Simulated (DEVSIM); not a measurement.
Structure: W/SiO2/n-Si capacitor, at 300 K.

Layer 1 from the left is SiO2, thickness (nm) 2.00. Layer 2 from the left is Si, thickness (nm) 2400, Nd (cm⁻³) 5.8e16.

Metal gate on the left, work function 4.6 eV. Fixed charge at the semiconductor interface 0 cm⁻² (in units of +e); no interface traps.

The device is made up for the run: typed textbook-type constants, with dimensions and the other settings drawn at random. Values at 300 K.

SiO2: gap (eV) 9, affinity (eV) 0.9, permittivity 3.9. Si: gap (eV) 1.124, affinity (eV) 4.05, permittivity 11.7, Nc (cm⁻³) 2.86e19, Nv (cm⁻³) 3.1e19.

Model (solved in DEVSIM): 1D Poisson equation in equilibrium, Boltzmann statistics, complete ionisation; no quantum confinement or tunnelling. Metal contacts follow the ideal Schottky-Mott rule: no Fermi-level pinning, no interface dipoles.

Problem. What does the simulation give for the minimum of the low-frequency capacitance, the flat-band voltage?

Solution. minimum of the low-frequency capacitance 0.0828 μF/cm²; flat-band voltage 0.39 V.
